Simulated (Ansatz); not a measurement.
Consider TaS2 in the CdI2 type structure (space group P-3m1, No. 164; a = 3.329 Å, c = 5.785 Å; layered, stacked along the Cartesian z axis). Axes: x lies along a and z along c of the hexagonal cell.

Calculations: Ansatz (a program for electronic structure), PBE-D3(BJ), PAW, cutoff 420 eV, no SOC.

Strains are applied to the cell and any free atomic positions relax; under biaxial strain the out-of-plane vector relaxes too.

One change was made to it. Results:

The pressure (mean of the normal stresses, compression positive) goes from zero to -2.5 GPa; the shortest interatomic distance rises by 0.022 bohr (4.660 bohr → 4.682 bohr).

Which change produced these results?
A. isotropic strain −4.51 %
B. biaxial strain +1.98 %, plane normal [001], relaxed out of plane
C. uniaxial strain ε_zz = +1.47 %

B, biaxial strain +1.98 %, plane normal [001], relaxed out of plane. For comparison, the pressure in the other runs: isotropic strain −4.51 % gives 11.6 GPa; uniaxial strain ε_zz = +1.47 % gives -0.3 GPa.

Without a gap, meshes like the base's 16×16×8 leave anisotropic stresses uncertain by several tenths of a GPa, and small strain energies with them. No phonon test of stability was made. The final runs are not spin-polarised. An odd electron count without spin: TaS2.
